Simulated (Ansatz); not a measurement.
A zone-centre phonon calculation of TaTi (Cmmm, 2 atoms in the cell) with Ansatz (a quantum-chemistry and plane-wave program).

Level of theory: LDA (PW92), default PAW files made with PBE (plane waves; Ansatz).

```yaml
crystal:
  lattice:
    - [1.62471, -2.28601, 0.00000]
    - [1.62471, 2.28601, 0.00000]
    - [0.00000, 0.00000, 4.66071]
  atoms:
    - { symbol: Ti, position: [0.50000, 0.50000, 0.50000] }
    - { symbol: Ta, position: [0.00000, 0.00000, 0.00000] }
```

Reference input (self-consistent single point, DFT, LDA (PW92), plane waves, default PAW files made with PBE): basis.ecutwfc = 30.9 Ry; kpoints.mp_grid.grid = 12 12 7; hamiltonian.xc = lda; hamiltonian.pseudopotentials = {kind: paw} (the program's default PAW files); scf.occupations.method = fermi_dirac; scf.occupations.width = 0.0073 Ry. This run's input differs from it in these lines:

Ansatz 0.2 input:
```diff
@@ -13,3 +13,3 @@
   mp_grid:
-    grid: [12, 12, 7]
+    grid: [15, 15, 9]
 hamiltonian:
@@ -22,6 +22,4 @@
     width: 0.0073 Ry
-output:
-  forces: true
-  eigenvalues: true
-  stress: true
+phonons:
+  method: dfpt
```

The program printed (abridged):

```
SCF iter   1: F=—  HF=-12132.843549 eV  |F-HF|=—  |Δ(HF+E_count)|=         —  Δρ=8.72e-3  dr2=5.34e-2  ethr=1.77e-3  ⟨swp⟩=4.7  Hψ=22834  notcnv=0
all-band conjugate gradients solve this SCF's bands
preconditioner: auto → none
SCF iter   2: F=—  HF=-12132.842740 eV  |F-HF|=—  |Δ(HF+E_count)|=   8.09e-4  Δρ=7.07e-3  dr2=4.00e-2  ethr=2.13e-4  ⟨swp⟩=1.0  Hψ=8000  notcnv=0
   [... lines left out ...]
SCF iter   8: F=—  HF=-12132.839515 eV  |F-HF|=—  |Δ(HF+E_count)|=  2.38e-10  Δρ=5.26e-7  dr2=4.59e-11  ethr=5.64e-12  ⟨swp⟩=2.4  Hψ=8260  notcnv=0
SCF iter   9: F=-12132.839515 eV  HF=-12132.839515 eV  |F-HF|=3.64e-12  |Δ(HF+E_count)|=  7.28e-12  Δρ=6.26e-8  dr2=1.22e-12  ethr=1.00e-12  ⟨swp⟩=5.0  Hψ=20988  notcnv=0
the search or the solves at the SCF's close seem to have found levels that the self-consistency loop had missed (the run counts 1) …
SCF 1 converged in 9 iterations: F = -12132.839515 eV  dr2 = 1.22e-12
DFPT response loops at Γ: preconditioner auto → Kerker (q_TF=auto, 2.584 Å⁻¹) (partly filled bands, converged f_vac=0.000) …
Free energy (F): -12132.839515 eV
Internal energy: -12132.729324 eV  (E = F + TS)
E sigma→0 (E₀):  -12132.784420 eV
Entropy (-TS):   -0.110192 eV (-55.096 meV/atom)
Fermi energy:    16.007992 eV
--- Phonons (Γ-DFPT): 6 representative perturbations + reference, on 320 of 2025 k-points (Σ response iterations 18) ---
  k mesh reduced under 8 symmetry operations, with k and −k counted as one. Each operation leaves every solved displacement unchanged or reverses it
  ASR residual: 3.435e-4 → 0.000e0 eV/Å²; symmetrization residual: 2.597e-6 eV/Å²
  ASR residual per site (eV/Å²): 3.44e-4 1.52e-4
  Γ frequencies (cm⁻¹): 0.00 0.00 0.00 53.34 131.09 164.17
  non-analytic LO–TO correction: not included (Born effective charges unavailable; polar crystals: no LO–TO splitting at Γ)
```

The run converged in 9 iterations. 

Summary of the result:
```
Quantity                                                                 Result
--------------------------------------------------------  ---------------------
Free energy E − TS (on the zero of these files)                  -12132.8395 eV
Fermi level (on the code's own zero)                                   16.01 eV
Zone-centre frequencies (cm⁻¹; negative means imaginary)  0, 0, 0, 53, 131, 164
```

The starting cell comes from a database of computed structures (which also holds hypothetical and non-ambient phases and stackings), without a prior relaxation at this level. Its lattice was rescaled by up to half a per cent. Spin polarisation is off.

Cost on one core of a shared machine: roughly 90 s.
